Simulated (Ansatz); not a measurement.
Structures of equal composition on the (110) surface of bcc Ta: a layer of W in place of the second plane; a layer of W in place of the third plane. The slabs share one bottom face, and each structure is named by its start. These are constructed structures in small cells; real faces may alloy, dewet or reconstruct in larger ones, and not all known structures of the face are among them. Slabs of about 11 Å with all that they carry, Fermi-Dirac smearing of 0.1 eV. Bottom of the slabs: a bare face, its two planes held. Relaxed from the named starts with such symmetry as they have, on meshes of like density; energies extrapolated to zero smearing; no spin-orbit coupling, no U. Spin-polarised runs, if any, are marked in brackets, and their order is one that fits the cell; the others ran without spin.

Level of theory: PBE (plane waves to 420 eV, PAW; Ansatz, a quantum-chemistry and plane-wave program).

Q: Put the candidates in order of energy per 1x1 cell, lowest first, for PBE.

A: a layer of W in place of the third plane (0.000 eV), a layer of W in place of the second plane (0.069 eV)
